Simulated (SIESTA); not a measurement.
Band structure of SiMo3 (Pm-3n, 8 atoms in the cell).

```
CELL_PARAMETERS angstrom
      4.81440     0.00000     0.00000
      0.00000     4.81440     0.00000
      0.00000     0.00000     4.81440
ATOMIC_POSITIONS crystal
  Si 0.50000 0.50000 0.50000
  Si 0.00000 0.00000 0.00000
  Mo 0.00000 0.50000 0.25000
  Mo 0.00000 0.50000 0.75000
  Mo 0.25000 0.00000 0.50000
  Mo 0.75000 0.00000 0.50000
  Mo 0.50000 0.25000 0.00000
  Mo 0.50000 0.75000 0.00000
```

Level of theory: SIESTA with GGA PBE, numerical atomic orbitals DZP, PseudoDojo PBE standard norm-conserving potentials (rewritten from UPF to PSML).

Settings: XC.functional = GGA; XC.authors = PBE; potentials = PseudoDojo PBE standard; PAO.BasisSize = DZP; PAO.EnergyShift = 0.005 Ry; MeshCutoff = 350 Ry; kgrid.MonkhorstPack = 5 5 5; OccupationFunction = FD; ElectronicTemperature = 0.1 eV; MaxSCFIterations = 150; SCF.Mixer.Method = Broyden; SCF.Mixer.Weight = 0.1; SCF.Mixer.History = 8; SCF.DM.Tolerance = 1.0E-05.

The starting cell comes from a database of computed structures (which also holds hypothetical and non-ambient phases and stackings), without a prior relaxation at this level. Its lattice was rescaled by a random factor within 2.5 % of one. Spin polarisation is off. Values carry the incompleteness of an atom-centred basis.

Levels in eV from the Fermi level, bands 43 to 48:
| point | 43 | 44 | 45 | 46 | 47 | 48 |
|---|---|---|---|---|---|---|
| Γ | -1.69 | -1.69 | 1.31 | 1.31 | 1.31 | 2.53 |
| X | -1.78 | -1.78 | 0.25 | 0.25 | 0.98 | 0.98 |
| M | -1.21 | -0.96 | -0.96 | -0.78 | -0.73 | -0.56 |
| R | -1.27 | -1.27 | -1.27 | -1.27 | -1.27 | -1.27 |

Bands cross the Fermi level along this path, so the cell is metallic at this level.

Higher empty bands are left out: an atom-centred basis made for the valence describes them poorly.
